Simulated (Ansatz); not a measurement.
Cost and result by functional for the adsorption energy of H on the 1x1 (100) surface of monoclinic HfO2 (cut with top plane 2 O), one in a 1x1 cell, started at the site 'hollow O-O-O over O at depth 6.8 Å', in Ansatz (plane waves, PAW). Single points on the PBE structure, on one kind of machine; costs are rough ratios of the slab run's core time (references not counted) to the cheapest single point. r2SCAN's cost holds its higher cutoff (500 against 420 eV). Differences are taken against r2SCAN for comparison alone: no measured value is at hand, so the table doesn't rank accuracy. The points keep PBE's geometry, so the relaxation of a polaron and the settling of charge on one site are left out.

Host crystal: monoclinic HfO2, with a band gap (PBE, scalar-relativistic without spin-orbit coupling).

Slab: 25 atoms, 9.3 Å thick at the start under the adsorbate (thin: gaps and levels are the slab's own); k 4x4x1, smearing 0.01 eV, dipole-corrected; 12 atoms held, the rest relaxed; no symmetry held; spin-polarised, no spin-orbit, no U, no dispersion correction. The starting moment vanished. At the end it is bonded to O. In PBE it is, or lies within 0.03 eV of, the lowest of the starts that converged. These notes are the PBE run's. RPBE: The program's check for a lower electronic state was not made. r2SCAN: The program's check for a lower electronic state was not made. Adsorption energies are against ½ H2(g). A negative adsorption energy means that the adsorbate is more stable on the surface than in its reference.

```json
[
 {"functional": "RPBE", "relative cost": "1", "adsorption energy (eV)": "1.23", "less r2SCAN (eV)": "0.06"},
 {"functional": "r2SCAN", "relative cost": "2", "adsorption energy (eV)": "1.17", "less r2SCAN (eV)": "0.00"},
 {"functional": "PBE (the relaxed run's value)", "relative cost": "–", "adsorption energy (eV)": "1.02", "less r2SCAN (eV)": "-0.15"}
]
```

The values span 0.21 eV, while the single points' costs differ by a factor of roughly 2. Differences are of unrounded values.

Ansatz is a program for electronic structure.
